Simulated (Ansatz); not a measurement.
Base system: SiO₂ in the rutile structure (space group P4_2/mnm, No. 136; a = 4.236 Å, c = 2.690 Å). Axes: x, y, z lie along a, b, c of the conventional cell.

Method: Kohn–Sham DFT with the PBE functional, run in Ansatz (a program for electronic structure) with PAW and 420 eV plane waves, no spin-orbit coupling.

Strains are applied to the cell and any free atomic positions relax; under biaxial strain the out-of-plane vector relaxes too.

One change was made to it. Results:

```csv
quantity,base,after
shortest interatomic distance,1.774 Å,1.771 Å
"pressure (mean of the normal stresses, compression positive)",0.01 GPa,-3.32 GPa
```

Q: Which of these changes matches the shifts?
A. biaxial strain +3.00 %, plane normal [001], relaxed out of plane
B. biaxial strain +1.20 %, plane normal [001], relaxed out of plane
C. biaxial strain +1.80 %, plane normal [001], relaxed out of plane
D. biaxial strain +0.60 %, plane normal [001], relaxed out of plane

A: B, biaxial strain +1.20 %, plane normal [001], relaxed out of plane. For comparison, the pressure in the other runs: biaxial strain +1.80 %, plane normal [001], relaxed out of plane gives -4.73 GPa; biaxial strain +0.60 %, plane normal [001], relaxed out of plane gives -1.74 GPa; biaxial strain +3.00 %, plane normal [001], relaxed out of plane gives -7.11 GPa.

No phonon test of stability was made.
